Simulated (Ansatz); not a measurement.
A calculation on rock-salt LaS returned lattice constant a 5.889 Å, bulk modulus 84.0 GPa.

Q: Which level of theory produced these numbers?
(A) r²SCAN (Ansatz, an electronic-structure program)
(B) HSE06 (Ansatz)
(C) PBEsol+SOC (Ansatz)
(D) PBE0 (Ansatz)

A: A, r²SCAN (Ansatz)

The others give: PBEsol+SOC 5.805 Å, 89.5 GPa; HSE06 5.859 Å, 86.7 GPa; PBE0 5.859 Å, 87.4 GPa.

Unless a cell is named, each level is at its own relaxed cell (HSE06 25.14, PBE0 25.14, PBEsol+SOC 24.45, r²SCAN 25.53 Å³/atom).

Caveats: the relaxation could not lower the start's symmetry, so the cell can be a saddle point above a distorted one (PBEsol+SOC, HSE06, PBE0, r²SCAN). Ansatz's density-functional and Hartree–Fock values are scalar-relativistic unless marked +SOC, with PAW data made under PBE.
